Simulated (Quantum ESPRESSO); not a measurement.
Convergence study of shifted k-point meshes for LuF3 (P3m1, 4 atoms in the cell)

```
CELL_PARAMETERS angstrom
      3.82734     0.00000     0.00000
     -1.91367     3.31457     0.00000
      0.00000     0.00000     4.21981
ATOMIC_POSITIONS crystal
  Lu 0.00000 0.00000 0.51185
  F  0.33333 0.66667 0.60999
  F  0.66667 0.33333 0.39001
  F  0.00000 0.00000 0.00000
```

Level of theory: PBEsol, PSlibrary ultrasoft (PBE) pseudopotentials (plane waves; Quantum ESPRESSO 7.5).

Base settings: ecutwfc = 55 Ry; ecutrho = 440 Ry; occupations = fixed; input_dft = pbesol; potentials = {Lu: Lu.pbe-spdn-rrkjus_psl.1.0.0.UPF, F: F.pbe-n-rrkjus_psl.1.0.0.UPF}; K_POINTS = automatic 3 3 3 0 0 0; nbnd = 20; conv_thr = 1e-10 Ry; mixing_beta = 0.4.

Shifted meshes do not hold Γ, so a gap read on them misses any band edge there.

Only quantities that move along the ladder and can be compared are tabulated.

The count of work is k-points × plane waves × bands × iterations; it is no time. Core times come from one kind of shared machine, to one figure; runs under 30 s give none.

The starting cell comes from a database of computed structures (which also holds hypothetical and non-ambient phases and stackings), without a prior relaxation at this level. Its lattice was rescaled by up to half a per cent. One atom was moved a little off its site on purpose. Spin-orbit coupling is off. In the base run, with a pressure of about -4 GPa the cell is away from its equilibrium volume at this level.

Steps (K_POINTS): automatic 2 2 2 1 1 1; automatic 3 3 2 1 1 1; automatic 3 3 3 1 1 1; automatic 4 4 3 1 1 1; automatic 4 4 4 1 1 1; automatic 5 5 4 1 1 1; automatic 6 6 5 1 1 1; automatic 8 8 6 1 1 1; automatic 10 10 8 1 1 1; automatic 12 12 9 1 1 1; automatic 14 14 11 1 1 1; automatic 17 17 14 1 1 1.

Task: What is the coarsest K_POINTS that holds the pressure within 0.05 GPa of the last step, with all finer ones?

Result: automatic 3 3 3 1 1 1, at 0.0092 of the last step's count of work; the step before is off by 0.35 GPa.

Task: What is the coarsest K_POINTS that holds the free energy within 1 meV/atom of the last step, with all finer ones?

Result: automatic 4 4 4 1 1 1, at 0.017 of the last step's count of work; the step before is off by 1.2 meV/atom.

| K_POINTS | free energy less the last step's (meV/atom) | pressure (GPa) | largest difference of a force vector from the last step's (eV/Å) | gap on the mesh (eV) | count of work / last | core time / last (rough) |
|---|---|---|---|---|---|---|
| automatic 2 2 2 1 1 1 | -21.43 | -4.83 | 0.025 | 9.042 | 0.0025 | – |
| automatic 3 3 2 1 1 1 | -16.54 | -4.71 | 0.015 | 8.834 | 0.0055 | – |
| automatic 3 3 3 1 1 1 | -1.17 | -4.38 | 0.001 | 8.553 | 0.0092 | – |
| automatic 4 4 3 1 1 1 | -1.21 | -4.39 | 0.002 | 8.308 | 0.015 | – |
| automatic 4 4 4 1 1 1 | -0.12 | -4.36 | 0.000 | 8.149 | 0.017 | – |
| automatic 5 5 4 1 1 1 | -0.10 | -4.36 | 0.000 | 7.978 | 0.028 | – |
| automatic 6 6 5 1 1 1 | -0.03 | -4.36 | 0.000 | 7.829 | 0.050 | 0.06 |
| automatic 8 8 6 1 1 1 | 0.00 | -4.36 | 0.000 | 7.695 | 0.10 | 0.09 |
| automatic 10 10 8 1 1 1 | 0.00 | -4.35 | 0.000 | 7.608 | 0.19 | 0.1 |
| automatic 12 12 9 1 1 1 | 0.01 | -4.36 | 0.000 | 7.572 | 0.33 | 0.3 |
| automatic 14 14 11 1 1 1 | 0.00 | -4.36 | 0.000 | 7.542 | 0.54 | 0.5 |
| automatic 17 17 14 1 1 1 | 0.00 | -4.36 | 0.000 | 7.516 | 1.0 | 1 |
